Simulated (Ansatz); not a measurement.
The starting structures come from a database of crystals and need not be the phases stable at ambient conditions.

# Evanescent states of LaBr3 (P6_3/m, not sure to be the ambient phase, 8 atoms a cell, 31.7 Å³ an atom) along the normal of (001)

Calculation: r2SCAN (plane waves, PAW; Ansatz, a first-principles code).

The gap is the functional's own, uncorrected, and κ follows it; spin-orbit coupling is left out. Mid-gap values are interpolated between the computed energies.

Energies count from the valence-band top; κ is the least over a 6×6 mesh across the current.

```json
[
 {"E (eV)": "0.09", "κ (1/Å)": "0.149", "where": "Γ"},
 {"E (eV)": "0.26", "κ (1/Å)": "0.195", "where": "Γ"},
 {"E (eV)": "0.42", "κ (1/Å)": "0.228", "where": "Γ"},
 {"E (eV)": "0.59", "κ (1/Å)": "0.253", "where": "Γ"},
 {"E (eV)": "0.77", "κ (1/Å)": "0.274", "where": "Γ"},
 {"E (eV)": "0.94", "κ (1/Å)": "0.292", "where": "Γ"},
 {"E (eV)": "1.10", "κ (1/Å)": "0.306", "where": "Γ"},
 {"E (eV)": "1.27", "κ (1/Å)": "0.318", "where": "Γ"},
 {"E (eV)": "1.45", "κ (1/Å)": "0.328", "where": "Γ"},
 {"E (eV)": "1.61", "κ (1/Å)": "0.336", "where": "Γ"},
 {"E (eV)": "1.78", "κ (1/Å)": "0.343", "where": "Γ"},
 {"E (eV)": "1.96", "κ (1/Å)": "0.349", "where": "Γ"},
 {"E (eV)": "2.12", "κ (1/Å)": "0.353", "where": "Γ"},
 {"E (eV)": "2.29", "κ (1/Å)": "0.355", "where": "Γ"},
 {"E (eV)": "2.46", "κ (1/Å)": "0.357", "where": "Γ"},
 {"E (eV)": "2.63", "κ (1/Å)": "0.358", "where": "Γ"},
 {"E (eV)": "2.81", "κ (1/Å)": "0.357", "where": "Γ"},
 {"E (eV)": "2.98", "κ (1/Å)": "0.355", "where": "Γ"},
 {"E (eV)": "3.15", "κ (1/Å)": "0.351", "where": "Γ"},
 {"E (eV)": "3.31", "κ (1/Å)": "0.344", "where": "Γ"},
 {"E (eV)": "3.48", "κ (1/Å)": "0.294", "where": "Γ"}
]
```

Problem. How thick must the barrier be to attenuate the transmission by 10^4 when the electrodes' Fermi level lies at 0.26 eV, and what attenuation does that film give at 0.42 eV?

Solution. d = 4 ln 10 / (2 × 0.195) = 23.6 Å. At 0.42 eV it gives 4 × 0.228/0.195 = 4.7 decades.
